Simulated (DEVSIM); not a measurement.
Structure: Mo/SiO2/n-Si capacitor, at 300 K.

| layer (left to right) | material | thickness (nm) | Nd (cm⁻³) |
|---|---|---|---|
| 1 | SiO2 | 11.0 | - |
| 2 | Si | 5900 | 9.5e15 |

Metal gate on the left, work function 4.6 eV. Fixed charge at the semiconductor interface 8.3e10 cm⁻² (in units of +e); interface traps 3e12 cm⁻² eV⁻¹, uniform in energy, neutral level at 0.5 of the gap above the valence band.

This is a model device: material constants are rounded textbook-type values typed into the input, and sizes, dopings and lifetimes were drawn at random. Values at 300 K.

| parameter | SiO2 | Si |
|---|---|---|
| gap (eV) | 9 | 1.124 |
| affinity (eV) | 0.9 | 4.05 |
| permittivity | 3.9 | 11.7 |
| Nc (cm⁻³) | - | 2.86e19 |
| Nv (cm⁻³) | - | 3.1e19 |

DEVSIM, 1D Poisson equation in equilibrium, Boltzmann statistics, complete ionisation; no quantum confinement or tunnelling. Metal contacts follow the ideal Schottky-Mott rule: no Fermi-level pinning, no interface dipoles.

The SiO2 thickness was swept, all else fixed.

```tsv
SiO2 thickness (μm)	capacitance of the dielectric stack (μF/cm²)	flat-band voltage (V)	minimum of the low-frequency capacitance (μF/cm²)
0.0044	0.785	0.54	0.313
0.006	0.576	0.62	0.273
0.0077	0.448	0.69	0.241
0.0093	0.371	0.77	___
0.011	0.314	0.84	0.196
0.013	0.266	0.93	0.176
```

Problem. Some entries are withheld; supply them.

Solution. 
- 0.0093, minimum of the low-frequency capacitance (μF/cm²): 0.216
